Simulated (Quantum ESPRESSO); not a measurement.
# Quick settings and what they miss: Tc₃Pd (P-6m2, 4 atoms in the cell)

Self-consistent single point.

```yaml
crystal:
  lattice:
    - [2.76187, 0.00000, 0.00000]
    - [-1.38093, 2.39185, 0.00000]
    - [0.00000, 0.00000, 8.99679]
  atoms:
    - { symbol: Tc, position: [0.00000, 0.00000, 0.00000] }
    - { symbol: Tc, position: [0.33333, 0.66667, 0.75574] }
    - { symbol: Tc, position: [0.33333, 0.66667, 0.24426] }
    - { symbol: Pd, position: [0.00000, 0.00000, 0.50000] }
```

Method of the run: PBEsol, SSSP 1.1.2 efficiency (PBE) pseudopotentials (plane waves; Quantum ESPRESSO).

Base settings: ecutwfc = 60 Ry; occupations = smearing; smearing = cold; degauss = 0.0036749 Ry; input_dft = pbesol; potentials = {Tc: Tc_ONCV_PBE-1.0.oncvpsp.upf, Pd: Pd_ONCV_PBE-1.0.oncvpsp.upf}; K_POINTS = automatic 9 9 3 0 0 0; conv_thr = 1e-10 Ry.

Tight run (finer mesh or higher cutoff; not a proven limit): ecutwfc: 60 Ry → 84 Ry; conv_thr: 1e-10 Ry → 7.3e-11 Ry; K_POINTS: automatic 9 9 3 0 0 0 → automatic 13 13 5 0 0 0. It gave Fermi level (on the code's own zero) 21.41 eV; pressure -14.25 GPa; largest force (vector length) 0.098 eV/Å.

Quick runs, as changes from the base:
- A: the base itself
- B: ecutwfc: 60 Ry → 30 Ry; K_POINTS: automatic 9 9 3 0 0 0 → automatic 4 4 4 0 0 0
- C: ecutwfc: 60 Ry → 40 Ry; input_dft: pbesol → default; conv_thr: 1e-10 Ry → 7.3e-05 Ry; pseudopotentials: {Tc: Tc_ONCV_PBE-1.0.oncvpsp.upf, Pd: Pd_ONCV_PBE-1.0.oncvpsp.upf} → {Tc: tc_lda_v1.uspp.F.UPF, Pd: pd_lda_v1.4.uspp.F.UPF}; K_POINTS: automatic 9 9 3 0 0 0 → automatic 4 4 4 1 1 1; ecutrho: default → 320 Ry [LDA (PZ)]
- D: ecutwfc: 60 Ry → 36 Ry; K_POINTS: automatic 9 9 3 0 0 0 → automatic 3 3 3 0 0 0
- E: ecutwfc: 60 Ry → 48 Ry; degauss: 0.0036749 Ry → 0.0099958 Ry; K_POINTS: automatic 9 9 3 0 0 0 → automatic 6 6 6 0 0 0
- F: ecutwfc: 60 Ry → 28 Ry; smearing: cold → mp; degauss: 0.0036749 Ry → 0.019992 Ry; input_dft: pbesol → default; pseudopotentials: {Tc: Tc_ONCV_PBE-1.0.oncvpsp.upf, Pd: Pd_ONCV_PBE-1.0.oncvpsp.upf} → {Tc: tc_lda_v1.uspp.F.UPF, Pd: pd_lda_v1.4.uspp.F.UPF}; K_POINTS: automatic 9 9 3 0 0 0 → automatic 4 4 4 0 0 0; ecutrho: default → 224 Ry [LDA (PZ)]

Energies are extrapolated to zero smearing width, which holds to low order in the width alone (under cold and Methfessel-Paxton smearing the free energy itself is taken).

Dashes: time of B, D, under 30 s; energy of C, F, another energy zero; pressure of C, not trusted under this conv_thr with d or f elements.

† marks runs with another functional, U, potentials or spin treatment: their distance from the tight run is not a convergence error alone.

The count of work is k-points × plane waves × bands × iterations; it is no time. Core times come from one kind of shared machine and are given to one figure; runs under 30 s give none.

The starting cell comes from a database of computed structures (which also holds hypothetical and non-ambient phases and stackings), without a prior relaxation at this level. Its lattice was rescaled by a random factor within 2.5 % of one. Spin polarisation is off. In the base run, with a pressure of about -14 GPa the cell is away from its equilibrium volume at this level.

| run | energy less tight (meV/atom) | pressure less tight (GPa) | largest miss in a force vector (eV/Å) | count of work / tight | core time / tight (rough) |
|---|---|---|---|---|---|
| A | 8.4 | 0.12 | 0.024 | 0.23 | 0.1 |
| B | 720.1 | -43.56 | 0.404 | 0.041 | – |
| C† | – | – | 0.007 | 0.081 | 0.2 |
| D | 361.1 | -4.57 | 0.318 | 0.032 | – |
| E | -7.9 | -0.07 | 0.001 | 0.15 | 0.2 |
| F† | – | -22.34 | 0.502 | 0.049 | 0.1 |

Among the runs at the tight run's level, the energy misses run from 7.9 to 720.1 meV/atom.
